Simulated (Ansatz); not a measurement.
# WS2: axis ratio against pressure

WS2 (2H layered, P6_3/mmc, 16.485 Å³/atom and stress up to 0.01 GPa in the relaxed cell, c along z) under hydrostatic pressure, with the cell free. PBEsol-D3(BJ) in Ansatz, a plane-wave DFT program (PAW, default set), 420 eV, 12×12×3 Γ-centred mesh, Fermi-Dirac smearing 0.05 eV; ions are relaxed, or left where forces stay under 0.02 eV/Å, within the symmetry of each cell. Against the start cell, which lies near the measured one, the relaxed cell differs by -6.6 % in volume and -4.4 % in c; the values below rest on it.

Here P stands for pressure and y for c/a.

| pressure (GPa) | c/a |
|---|---|
| -2.0 | 3.849 |
| -1.0 | 3.808 |
| 0.0 | 3.780 |
| 0.3 | 3.772 |
| 0.7 | 3.764 |
| 1.5 | 3.748 |
| 5.0 | ? |

Fit y of the 6 rows that show it with a straight line. Means: P -0.083333, y 3.7868. About the means, the sum of products is -0.22418 and the sum of squares of P is 7.7883; the slope is their ratio. Least squares gives y = 3.7844 - 0.02878·P. Residuals (row less fit): 0.0070, -0.0052, -0.0044, -0.0038, -0.0003, 0.0068; standard error 0.0062 (degrees of freedom: 4).

Q: Predict the withheld y at P = 5.0 from the fit, and compare with the calculation.

A: y = 3.7844 - 0.02878 × 5.0 = 3.6405. The calculation gives 3.703, 0.0625 above the prediction (42.8 % of the range of y in the table). The row lies outside the fitted rows, so this is an extrapolation. From the scatter of the fitted rows alone, a prediction at this place has a standard error of 0.0132, so the miss is 4.7 times that.

A polynomial of degree 2 through the 7 other runs of the series gives 3.722 there. Spin-orbit coupling is left out, which can shift these values for the heavy elements here. Other structures, which can take over under pressure, weren't tried. Rows are the converged runs of the series near zero and its far end, less any whose ions stayed unrelaxed beside relaxed ones; series whose fitted rows scatter by over a few per cent of the range, as at a crossing or softening among them, aren't shown in this form. Most that stay on the fit to the last digits aren't either.
